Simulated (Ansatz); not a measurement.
Band structure of NaMgF3 (Pm-3m, 5 atoms in the cell).

```xyz
5
Lattice="4.0200 0.0000 0.0000 0.0000 4.0200 0.0000 0.0000 0.0000 4.0200" Properties=species:S:1:pos:R:3 pbc="T T T"
Na     0.0000     0.0000     0.0000
Mg     2.0100     2.0100     2.0100
F      2.0100     2.0100     0.0000
F      0.0000     2.0100     2.0100
F      2.0100     0.0000     2.0100
```

Method of the run: PBEsol, default PAW files made with PBE (plane waves; Ansatz, a first-principles code).

Settings: basis.ecutwfc = 30.9 Ry; kpoints.mp_grid.grid = 8 8 8; hamiltonian.xc = pbesol; hamiltonian.pseudopotentials = {kind: paw} (the program's default PAW files); scf.occupations.method = fixed; kpoints.band_path.npoints = 8.

The starting cell comes from a database of computed structures (which also holds hypothetical and non-ambient phases and stackings), without a prior relaxation at this level. Its lattice was rescaled by a random factor within 2.5 % of one.

Question: Predict the gap along the standard path and the places of the band edges.

Answer: The gap along the path is 5.62 eV, from R to Γ; the smallest direct gap on it is 6.04 eV.

Levels in eV from the top of the valence band on the path, bands 17 to 24:
| point | 17 | 18 | 19 | 20 | 21 | 22 | 23 | 24 |
|---|---|---|---|---|---|---|---|---|
| Γ | -0.59 | -0.43 | -0.43 | -0.43 | 5.62 | 12.55 | 13.15 | 13.15 |
| X | -0.95 | -0.77 | -0.49 | -0.49 | 8.51 | 8.83 | 14.22 | 14.34 |
| M | -1.11 | -0.94 | -0.94 | -0.01 | 10.08 | 10.63 | 10.63 | 12.25 |
| R | -1.11 | 0.00 | 0.00 | 0.00 | 10.00 | 12.27 | 12.27 | 12.27 |

Keys are those of Ansatz 0.2.
